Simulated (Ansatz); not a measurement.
Consider SiC (space group P6_422, No. 181; a = 3.066 Å, c = 7.031 Å; a hypothetical phase, not in the database extracts checked). Axes: x lies along a and z along c of the hexagonal cell.

It is then changed as follows: tensile biaxial strain of 3.65 % in the plane normal to [001], as in epitaxy on a mismatched substrate; the out-of-plane cell vector and the atoms relax.

Levels (all Ansatz, an electronic-structure program, PAW): PBEsol (420 eV, no spin-orbit coupling); r2SCAN (500 eV, no spin-orbit coupling).

The geometry is relaxed with PBEsol.

| Item | Value |
|---|---|
| PBEsol width of the top valence band | 2.48 eV |
| PBEsol band gap | 0.89 eV |
| PBEsol smallest direct gap | 2.45 eV |

With r2SCAN at the same geometry, the width of the top valence band increases by 0.10 eV, from 2.48 eV to 2.58 eV; the band gap increases by 0.38 eV (0.89 eV → 1.27 eV); the smallest direct gap increases by 0.44 eV, from 2.45 eV to 2.89 eV.

Single points use the geometry relaxed with PBEsol. Whether these cells are dynamically stable was not tested. The base started in P3_121 and relaxed to P6_422 at this level.
